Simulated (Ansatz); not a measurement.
**BAs under a change: B vacancy, symmetric start**

The reference is a 24-atom supercell of BAs in the zinc blende structure (space group F-43m, No. 216; a = 4.809 Å) at its relaxed geometry.

Now apply this change: one B atom is removed, atoms relaxed at fixed cell.

Level of theory: PBE (Ansatz, a quantum-chemistry and plane-wave program), no spin-orbit coupling, earlier PAW set. Settings: 4×3×4 k-points, 0.01 eV Fermi–Dirac smearing.

| quantity | base | changed | shift |
|---|---|---|---|
| pressure | 0.0 GPa | -0.4 GPa | -0.4 GPa |
| gap of the supercell | 1.28 eV | zero | – |
| energy gained by relaxation | – | 0.02 eV | – |
| largest displacement of a host atom from its site in the perfect cell | – | 0.03 Å | – |

Final structure:

```
B11As12
1.0
    0.00000     4.80936     4.80936
    4.80936    -4.80936     4.80936
    4.80936     4.80936     0.00000
As B
12 11
Direct
  0.49959   0.25115   0.49959
  0.49959   0.25115   0.00081
  0.66667   0.58009   0.66667
  0.66649   0.58408   0.16675
  0.83106   0.91562   0.83106
  0.83106   0.91562   0.33789
  0.00081   0.25115   0.49959
  0.00000   0.24627   0.00000
  0.16675   0.58408   0.66649
  0.16675   0.58408   0.16675
  0.33789   0.91562   0.83106
  0.33333   0.91670   0.33333
  0.00140   0.00175   0.49930
  0.16529   0.33329   0.16529
  0.16529   0.33329   0.66942
  0.33333   0.66764   0.33333
  0.33448   0.66685   0.83276
  0.49930   0.00175   0.00140
  0.49930   0.00175   0.49930
  0.66942   0.33329   0.16529
  0.66667   0.33111   0.66667
  0.83276   0.66685   0.33448
  0.83276   0.66685   0.83276
```

The magnetic state is the one reached from the starting moments; the real material's order can differ, and small cells can't hold many antiferromagnetic ones. The cell is small, so the values are those of an ordered compound at a high defect concentration; dilute-limit values will differ. The mesh was chosen for an insulator and is coarse for the gapless case. The defect started on the symmetric site and kept its symmetry, so it may sit on a saddle. Starting moments died away, wholly or in part, for B vacancy; another magnetic solution may exist. The defect cell is spin-polarised and ends with 0.0 μB.
